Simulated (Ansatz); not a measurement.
System: stishovite (SiO2). Method: RPBE in Ansatz (plane waves, PAW).

Run with plane-wave cutoff 520 eV, 8×8×12 k mesh (along the axes of the cell as run), Fermi–Dirac smearing 0.01 eV, scalar-relativistic PAW data made under PBE.

Shape and atoms are relaxed at each volume.

The direct gap at Γ against volume; x = 100 ln(V/8.218 Å³). One gap is withheld.

```csv
V (Å³/atom),x,gap (eV)
7.889,-4.09,?
8.053,-2.03,5.094
8.218,0.00,4.815
8.382,1.98,4.563
8.546,3.91,4.339
```

Problem. Fit a straight line to the rows shown, give the volume deformation potential and predict the withheld gap.

Solution. Means of the 4 rows: x̄ = 0.965, ȳ = 4.7027 eV. Σ(x − x̄)(y − ȳ) = -2.4932 and Σ(x − x̄)² = 19.605, so the slope is -0.1272 eV per unit of x, and dE_g/d ln V = -12.7 eV. At x = -4.09: 4.7027 + (-0.1272) × (-4.09 − (0.965)) = 5.346 eV. The run gives 5.398 eV, 0.052 eV above the line, as the curve bends the same way over all rows.

Note: the bulk modulus comes from volumes at which shape and atoms were relaxed.

Ansatz is a quantum-chemistry and plane-wave program.
